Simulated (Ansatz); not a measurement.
Energy from pressure between two volumes: SnTe (I4mm, 2 atoms in the cell)

```yaml
crystal:
  lattice:
    - [0.00000, 3.14420, 3.14420]
    - [3.14420, 0.00000, 3.14420]
    - [3.14420, 3.14420, 0.00000]
  atoms:
    - { symbol: Sn, position: [0.00795, 0.00795, 0.99205] }
    - { symbol: Te, position: [0.50000, 0.50000, 0.50000] }
```

Computed with PBEsol, PAW files made with PBE (plane waves; Ansatz, a quantum-chemistry and plane-wave program).

Settings: basis.ecutwfc = 1010 eV; kpoints.mp_grid.grid = 7 7 7; hamiltonian.xc = pbesol; hamiltonian.pseudopotentials = {kind: paw} (the program's default PAW files); scf.occupations.method = fermi_dirac; scf.occupations.width = 0.01 eV. This cutoff ends a ladder whose last two steps agree within 1 meV/atom.

The second cell is the first with its lattice scaled by 0.98, at the same fractional positions.

The starting cell has typed, rounded lattice constants, without a prior relaxation at this level. Its lattice was rescaled by up to half a per cent. One atom was moved a little off its site on purpose. Ansatz's pressure includes its estimate of the finite-basis (Pulay) stress.

| cell | volume (Å³/atom) | pressure (GPa) | F less the first cell's (meV/atom) |
|---|---|---|---|
| first | 31.0835 | -0.05 | 0.00 |
| second | 29.2556 | 3.18 | ? |

### Question
Estimate the energy of the second cell from the pressures, and the bulk modulus between the two volumes.

### Answer
With P = −dF/dV, the trapezoid gives ΔF ≈ −(P₁ + P₂)/2 · ΔV = −(1.565 GPa) · (-1.8279 Å³) = 17.85 meV/atom (1 eV/Å³ = 160.22 GPa). The modulus at fixed fractional positions is B = −ΔP/Δln V = 53 GPa, a mean over the interval. P(V) is curved, so the trapezoid lies high by about |ΔV|³·B·(1 + B′)/(12·V̄²) = 0.93 meV/atom for an assumed B′ = 4, which leaves 16.92 meV/atom. The runs gave 16.85 meV/atom, a miss of 0.07 meV/atom. Cases were kept where this miss is small, so the page shows the method and is no test of it.

Left out of this page: 15 runs of the series outside the window shown, repeating another row's setting, or not comparable.

Keys are those of Ansatz 0.2.
